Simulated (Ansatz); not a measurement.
**Rock-salt BAs (model structure)**

Method: PBEsol in Ansatz (plane waves, PAW).

Settings: plane-wave cutoff 500 eV, 16×16×16 k mesh, Fermi–Dirac smearing 0.05 eV, scalar-relativistic PAW data made under PBE.

Cell (relaxed at this level):

Space group Fm-3m (No. 225); a = b = c = 4.5674 Å, α = β = γ = 90.00°

| atom | site | symmetry | x | y | z |
|---|---|---|---|---|---|
| B | 4a | m-3m | 0.0000 | 0.0000 | 0.0000 |
| As | 4b | m-3m | 0.5000 | 0.5000 | 0.5000 |
(The calculation used a cell of 2 atoms; values per cell refer to that cell.)

```json
{
 "band_gap": "zero (no gap)"
}
```

Note: the relaxation could raise the start's symmetry but not lower it, so the cell can be a saddle point.

Spin–orbit coupling is not included.

The computed numbers hold no vibrational or temperature effects.

The result took about 9 core-seconds (a rough figure).

A model structure was made by putting elements into a prototype or built by hand; it is no filed structure, need not be a known phase, and can be a saddle point held by its symmetry.

Ansatz is a first-principles code.
